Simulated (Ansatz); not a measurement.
Response to strain in ZnS

Start from ZnS in the zinc blende structure (space group F-43m, No. 216; a = 5.357 Å). Axes: x, y, z lie along the cube axes.

Strains are applied to the cell and any free atomic positions relax.

Calculations: PBEsol in Ansatz (plane waves to 420 eV, PAW, no spin-orbit coupling).

Notes on the quantities. energy relative to the base: free energy F; pressure: mean of the normal stresses, compression positive.

| variant | band gap | energy relative to the base | pressure | shortest interatomic distance |
|---|---|---|---|---|
| base | 2.09 eV | 0 meV/atom | -0.01 GPa | 2.319 Å |
| tensor shear ε_xy = +1.43 % | 1.99 eV | +2.4 meV/atom | 0.00 GPa | 2.314 Å |
| tensor shear ε_xy = +1.14 % | 2.01 eV | +1.5 meV/atom | -0.01 GPa | 2.315 Å |
| tensor shear ε_xy = +0.86 % | 2.03 eV | +0.9 meV/atom | -0.01 GPa | 2.316 Å |
| tensor shear ε_xy = +1.71 % | 1.97 eV | +3.4 meV/atom | 0.00 GPa | 2.313 Å |
| tensor shear ε_xy = +2.00 % | ___ | +4.7 meV/atom | 0.00 GPa | 2.312 Å |
| tensor shear ε_xy = +0.29 % | 2.07 eV | +0.1 meV/atom | -0.01 GPa | 2.318 Å |
| tensor shear ε_xy = +0.57 % | ___ | +0.4 meV/atom | -0.01 GPa | 2.317 Å |

**Question.** Complete the table.

**Answer.** 
- tensor shear ε_xy = +2.00 %, band gap: 1.95 eV
- tensor shear ε_xy = +0.57 %, band gap: 2.05 eV

Stability against distortions was not tested.

Ansatz is an electronic-structure program.
